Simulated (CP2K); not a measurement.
CP2K run on a (001) slab of AlTc2 (cut from a parent of space group no. 139; 6 atoms in the cell): self-consistent single point.

Level of theory: PBEsol, GPW, DZVP-MOLOPT-SR-GTH basis, GTH-PBE potentials (GTH_POTENTIALS) (CP2K 2026.2).

The change in words: vacuum of 20 angstrom (first run: 14 Å); SURFACE_DIPOLE_CORRECTION: default → T. Reference geometry:
```
CELL_PARAMETERS angstrom
      2.96612     0.00000     0.00000
      0.00000     2.96612     0.00000
      0.00000     0.00000    21.90558
ATOMIC_POSITIONS crystal
  Al 0.00000 0.00000 0.60743
  Tc 0.50000 0.50000 0.68045
  Tc 0.00000 0.00000 0.31955
  Al 0.50000 0.50000 0.39257
  Tc 0.00000 0.00000 0.46558
  Tc 0.50000 0.50000 0.53442
```

Reference input (self-consistent single point, DFT PBEsol, GPW, DZVP-MOLOPT-SR-GTH basis, GTH-PBE potentials (GTH_POTENTIALS)): CUTOFF = 500 Ry; REL_CUTOFF = 50 Ry; SMEAR/METHOD = FERMI_DIRAC; ELECTRONIC_TEMPERATURE = 1160.45 K; KPOINTS/SCHEME = MONKHORST-PACK 5 5 1; XC_FUNCTIONAL = PBE:PBESOL; Al/BASIS_SET = DZVP-MOLOPT-SR-GTH; Al/POTENTIAL = GTH-PBE-q3; Tc/BASIS_SET = DZVP-MOLOPT-SR-GTH; Tc/POTENTIAL = GTH-PBE-q15; METHOD = GPW; EPS_DEFAULT = 1e-10. This run's input differs from it in these lines:

```diff
@@ -11,2 +11,4 @@
     POTENTIAL_FILE_NAME GTH_POTENTIALS
+    SURFACE_DIPOLE_CORRECTION T
+    SURF_DIP_DIR Z
     &QS
@@ -68,3 +70,3 @@
       B 0.00000000 2.96612400 0.00000000
-      C 0.00000000 0.00000000 21.90558200
+      C 0.00000000 0.00000000 27.90559300
       PERIODIC XYZ
@@ -73,8 +75,8 @@
       SCALED
-      Al       0.00000000     0.00000000     0.60743400
-      Tc       0.50000000     0.50000000     0.68044700
-      Tc       0.00000000     0.00000000     0.31955300
-      Al       0.50000000     0.50000000     0.39256600
-      Tc       0.00000000     0.00000000     0.46558400
-      Tc       0.50000000     0.50000000     0.53441600
+      Al       0.00000000     0.00000000     0.58433500
+      Tc       0.50000000     0.50000000     0.64164900
+      Tc       0.00000000     0.00000000     0.35835100
+      Al       0.50000000     0.50000000     0.41566500
+      Tc       0.00000000     0.00000000     0.47298400
+      Tc       0.50000000     0.50000000     0.52701600
     &END COORD
```

Output, abridged:

```
 SCF WAVEFUNCTION OPTIMIZATION

  Step     Update method      Time    Convergence         Total energy    Change
     1 NoMix/Diag. 0.20E+00      -     2.32215261      -328.3377651086 -3.28E+02
     2 Broy./Diag. 0.20E+00      -     0.25664157      -335.7058741117 -7.37E+00
     3 Broy./Diag. 0.20E+00      -     0.34650638      -332.2729087003  3.43E+00
     4 Broy./Diag. 0.20E+00      -     0.53438184      -329.9807866181  2.29E+00
     5 Broy./Diag. 0.20E+00      -     0.25885004      -328.1759823621  1.80E+00
     6 Broy./Diag. 0.20E+00      -     0.27535408      -326.5873613351  1.59E+00
   [... 90 lines left out ...]
    97 Broy./Diag. 0.20E+00      -     0.00758484      -326.8192743343 -1.28E-03
    98 Broy./Diag. 0.20E+00      -     0.02472924      -326.8193453230 -7.10E-05
    99 Broy./Diag. 0.20E+00      -     0.01607126      -326.8185021840  8.43E-04
   100 Broy./Diag. 0.20E+00      -     0.00408134      -326.8196886124 -1.19E-03
  Leaving inner SCF loop after reaching   100 steps.

  Total dipole moment perpendicular to
  the slab [electrons-Angstroem]:               0.0020764455

  Overlap energy of the core charge distribution:               0.00000000000035
  Self energy of the core charge distribution:               -601.71475119767695
   [... lines left out ...]
  Fermi energy:                                                 0.07559863352555
  Total energy:                                              -326.81968861241876
   [... lines left out ...]
 *  /   \                                                                      *
 * [ABORT]                                                                     *
 *  \___/     SCF run NOT converged. To continue the calculation regardless,   *
 *    |             please set the keyword IGNORE_CONVERGENCE_FAILURE.         *
 *  O/|                                                                        *
 * /| |                                                                        *
 * / \                                                            qs_scf.F:702 *
 *******************************************************************************

 ===== Routine Calling Stack =====

            4 scf_env_do_scf
            3 qs_energies
            2 qs_forces
            1 CP2K
Abort(1) on node 0 (rank 0 in comm 0): application called MPI_Abort(MPI_COMM_WORLD, 1) - process 0
```

The run ended unconverged after 100 iterations. 

The starting cell comes from a database of computed structures (which also holds hypothetical and non-ambient phases and stackings), without a prior relaxation at this level. The slab is cut from that crystal, and its faces are unrelaxed. Its lattice was rescaled by up to half a per cent. Values carry the incompleteness of an atom-centred basis. The potentials were made for another functional than the one used.

Cost on one core of a shared machine: roughly 8 min.
